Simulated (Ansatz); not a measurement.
The parent structure is PbS in the rock salt structure (space group Fm-3m, No. 225; a = 6.009 Å).

It is then changed as follows: cell and atoms relaxed at a pressure of 1.8 GPa.

Levels (all Ansatz, an electronic-structure program, PAW): PBE (420 eV, no SOC); r2SCAN (500 eV, without spin-orbit coupling); HSE06 (420 eV, no spin-orbit coupling).

One geometry, relaxed with PBE, under each level:

| level | band gap | lowest conduction level above the VBM at special points | pressure |
|---|---|---|---|
| PBE | 0.38 eV | L 0.38 eV; W 2.19 eV; U 3.33 eV; K 3.33 eV | 1.80 GPa |
| r2SCAN | ___ | ___ | ___ |
| HSE06 | 0.82 eV | L 0.82 eV; W 2.75 eV; U 3.94 eV; Γ 6.02 eV | – |

Question: Give the withheld r2SCAN results.

Answer: 
- r2SCAN, band gap: 0.64 eV
- r2SCAN, lowest conduction level above the VBM at special points: L 0.64 eV; W 2.46 eV; U 3.62 eV; K 3.62 eV
- r2SCAN, pressure: 0.87 GPa

Single points use the geometry relaxed with PBE. Their cutoffs differ, which shifts pressures a little. The hybrid gap comes from the SCF mesh plus the semilocal run's edge points and a few special points and is an upper bound. Spin-orbit coupling, missing from the scalar runs, can matter with Pb. Load acts through the strain it causes; cell and atoms are relaxed under it. Whether these cells are dynamically stable was not tested.
